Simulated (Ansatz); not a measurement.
A user runs Ansatz (a program for electronic structure) on ZnCu₂SnS₄ (I-42m, 8 atoms in the cell) and asks whether the run is sound. The aim is a self-consistent single point with DFT, r2SCAN, plane waves, default PAW files made with PBE.

Cell that was meant: a = 6.5194 Å, b = 6.5194 Å, c = 6.5194 Å, α = 131.19°, β = 131.19°, γ = 71.51°.

Part of the input:

Ansatz 0.2 input:
```yaml
    - { symbol: S, position: [0.623000, 0.623000, 0.510000] }
    - { symbol: S, position: [0.887000, 0.377000, 0.000000] }
    - { symbol: Sn, position: [0.500000, 0.500000, 0.000000] }
basis:
  ecutrho_ratio: 1
kpoints:
  mp_grid:
    grid: [5, 5, 5]
```

Log, with long lists cut:

```
WARN basis.ecutwfc = 500 eV, the default
WARN basis.ecutrho_ratio = 1 (ecutrho = 500 eV) is below the records' recommended cutoff
   [... lines left out ...]
PAW frozen core: Sn, regenerated for the run's functional
Initial density: superposition of atomic densities (neutral atoms: chi_scale 0, normalization atom), corrected by the library's trained network
Initial wavefunctions: pseudopotential atomic-orbital guess
Eigensolver: davidson
Functional: x = r2scan, c = r2scan; τ floored in thin density (d = 2e-4 eV/Å³)
SCF iter   1: F=—  HF=-26257.748597 eV  |F-HF|=—  |Δ(HF+E_count)|=         —  Δρ=3.06e-2  dr2=9.18e-1  dr2_τ=1.15e-1  ethr=1.77e-3  ⟨swp⟩=7.3  Hψ=4021  notcnv=0  defer=3
all-band conjugate gradients solve this SCF's bands
preconditioner: auto → Resta (q_TF=auto, 2.487 Å⁻¹)
   [... lines left out ...]
SCF iter   8: F=—  HF=-26257.625797 eV  |F-HF|=—  |Δ(HF+E_count)|=   2.37e-5  Δρ=7.43e-5  dr2=7.41e-6  dr2_τ=8.28e-9  ethr=1.59e-7  ⟨swp⟩=2.0  Hψ=1044  notcnv=0  defer=63
SCF iter   9: F=—  HF=-26257.625812 eV  |F-HF|=—  |Δ(HF+E_count)|=   1.48e-5  Δρ=9.69e-6  dr2=1.14e-7  dr2_τ=8.56e-10  ethr=8.42e-9  ⟨swp⟩=2.0  Hψ=1235  notcnv=0  defer=63
SCF iter  10: F=-26257.625812 eV  HF=-26257.625812 eV  |F-HF|=1.43e-9  |Δ(HF+E_count)|=   2.59e-8  Δρ=1.84e-6  dr2=5.75e-9  dr2_τ=1.88e-10  ethr=1.14e-10  ⟨swp⟩=11.1  Hψ=4342  notcnv=0
SCF 1 converged in 10 iterations: F = -26257.625812 eV  dr2 = 5.75e-9
Free energy (F): -26257.625812 eV
Internal energy: -26257.625811 eV  (E = F + TS)
E sigma→0 (E₀):  -26257.625812 eV
Entropy (-TS):   -0.000001 eV (-0.000 meV/atom)
Fermi energy:    8.851257 eV
--- Forces (eV/Å), atoms counted from 1 ---
  atom   1  Cu    -0.00000000     0.00000000     0.00000000
  atom   2  Cu    -0.00000000    -0.00000000     0.00000000
  atom   3  Zn    -0.00000000     0.00000000     0.00000000
  atom   4  S      0.22307457    -0.22307457     0.21469097
  atom   5  S     -0.22307457    -0.22307457    -0.21469097
  atom   6  S      0.22307457     0.22307457    -0.21469097
  atom   7  S     -0.22307457     0.22307457     0.21469097
   [... lines left out ...]
  P = ⅓ Tr σ = 15.5124 GPa (155.124 kbar)
  The stress holds the Pulay correction, which leaves out the density cutoff's part. Without it, at fixed plane waves, as pw.x and ABINIT print it …
settings of this run that can trade accuracy for cost: basis.ecutrho_ratio < 4. Do not mix this run's numbers with those of runs without the same settings …
```

**Question.** Can these results be used? Check the input.

**Answer.** The run is not sound. The fault is a density cutoff or grid that is too coarse. The charge density holds wave vectors up to twice those of the orbitals (four times the energy cutoff), and augmentation charges need more still. To fix it, restore the density cutoff. The run converged in 10 iterations without an error; against the sound input the free energy goes down by 384 meV/atom, the pressure goes from 3.02 to 15.51 GPa, the largest force moves little (0.390 to 0.382 eV/Å) and the gap on the mesh goes from 0.555 to 0.531 eV. The full log also holds (shortened here): “WARN basis.ecutrho_ratio = 1 (ecutrho = 500 eV) is below the records' recommended cutoff”. At a fixed set of plane waves, without the program's Pulay estimate, the pressure is 15.49 GPa against 2.98 GPa.

The sound input it was made from differs as follows (other fixes are possible):
```diff
-basis:
-  ecutrho_ratio: 1
```

With that input, the run converged in 9 iterations: free energy E − TS (on the zero of these files) -26254.5546 eV; gap on the k-point mesh 0.56 eV; pressure 3.02 GPa; largest force (vector length) 0.390 eV/Å (DFT, r2SCAN, plane waves, default PAW files made with PBE).

On the sound input: the starting cell was generated: these elements placed on a structure prototype, without a prior relaxation; it need not be a known phase or ordering of this composition. Its lattice was rescaled by a random factor within 2.5 % of one. With a pressure of about 3 GPa the cell is away from its equilibrium volume at this level. Ansatz's pressure includes its estimate of the finite-basis (Pulay) stress.
